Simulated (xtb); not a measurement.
xtb 6.7.1, GFN2-xTB: Sr(SH)(amdMe)(NH3)2 (CC1[N](C)[Sr](<-[NH3])(<-[NH3])([SH])<-[N]=1C), 26 atoms. The geometry is a generated start, not checked to be a minimum at this level.

* **method**: GFN2-xTB
* **--acc**: 1 (default)
* **--etemp (K)**: 300 (default)
* **detailed input (--input)**: none: ANC optimiser, Lindh (1995) Hessian, microcycle=20, maxdispl=1.0, hlow=0.01 (default)
* **basis functions**: 68
* **valence electrons**: 60

```xyz
26

Sr    -0.1560     1.2621    -0.2048
S     -0.5828     4.0365    -0.1285
H      0.2569     4.3121    -1.1219
C     -1.2827    -2.7012     0.7614
C     -0.8932    -1.2818     0.4023
N     -0.2061    -0.5417     1.2398
C      0.1911    -1.0515     2.5242
N     -1.2345    -0.7369    -0.7413
C     -2.0417    -1.4536    -1.6932
H     -1.4765    -3.2940    -0.1270
H     -2.1843    -2.6841     1.3727
H     -0.4898    -3.1780     1.3317
H      0.6865    -0.2437     3.0639
H     -0.6631    -1.3902     3.1235
H      0.9014    -1.8872     2.4443
H     -2.2534    -0.7832    -2.5256
H     -1.5322    -2.3396    -2.0981
H     -2.9997    -1.7775    -1.2683
N      2.0919     2.6069     1.1768
H      2.0742     2.3804     2.1657
H      1.5435     3.4606     1.0546
H      3.0534     2.8201     0.9322
N      1.6529     1.1544    -2.6937
H      2.3786     0.4619    -2.5470
H      2.0972     2.0183    -2.9864
H      1.0684     0.8308    -3.4573
```

The structure is relaxed from this start with --opt LEVEL for the levels crude, sloppy, loose, lax, normal, tight, vtight, extreme, once each. Up to the end of the extreme run atoms move by at most 1.6 Å along an axis.

Choose the cheapest level whose final energy lies within 1 meV of that of extreme.

normal: 62 cycles against 102, ending 0.65 meV above.

```tsv
level	cycles	energy above the extreme run (meV)	gradient norm (eV/Å)
crude	1	81	0.17
sloppy	1	81	0.17
loose	1	81	0.17
lax	20	54	0.12
normal	62	0.65	0.018
tight	63	0.64	0.033
vtight	102	under 0.01	0.0016
extreme	102	—	0.0016
```
